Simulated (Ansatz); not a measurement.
TiAl: biaxial strain +0.39 %, plane normal [001], relaxed out of plane

Start from TiAl in the CsCl type structure (space group Pm-3m, No. 221; a = 3.158 Å; a cell from a computed database, its experimental status unchecked; relaxed with 0.1 eV smearing). Axes: x, y, z lie along the cube axes.

One thing is altered: tensile biaxial strain of 0.39 % in the plane normal to [001], as in epitaxy on a mismatched substrate; the out-of-plane cell vector and the atoms relax.

Method: DFT with PBEsol, PAW potentials and a 420 eV plane-wave cutoff in Ansatz (a quantum-chemistry and plane-wave program), without spin-orbit coupling. k-mesh 18×18×18 (Γ-centred); smearing 0.1 eV (Fermi–Dirac).

* **Volume per atom**: 15.68 Å³ (base 15.75 Å³)
* **Space group**: P4/mmm (No. 123) (base Pm-3m (No. 221))
* **Shortest interatomic distance**: 2.731 Å (base 2.735 Å)
* **Energy relative to the base (free energy F)**: -0.3 meV/atom
* **Pressure (mean of the normal stresses, compression positive)**: 0.5 GPa (base 0.0 GPa)
* **Band gap**: zero (base zero)
* **Out-of-plane strain**: -1.21 %
* **Mean in-plane stress (compression positive)**: +0.8 GPa

Final structure (turned so that z lies along the plane normal):

```
TiAl
1.0
    3.17037     0.00000     0.00000
    0.00000     3.17037     0.00000
    0.00000     0.00000     3.11988
Ti Al
1 1
Cartesian
  0.00000   0.00000   0.00000
  1.58519   1.58519   1.55994
```

Whether these cells are dynamically stable was not tested. All final runs are without spin polarisation. An odd electron count without spin: TiAl. Under biaxial strain +0.39 %, plane normal [001], relaxed out of plane the cell ends below the base's energy or with stress of the wrong sign: the atoms slid into a distortion or the cell is elastically unstable, so the base is not a stable minimum at this level. TiAl has a high density of states at the Fermi level and may be magnetic at this level.
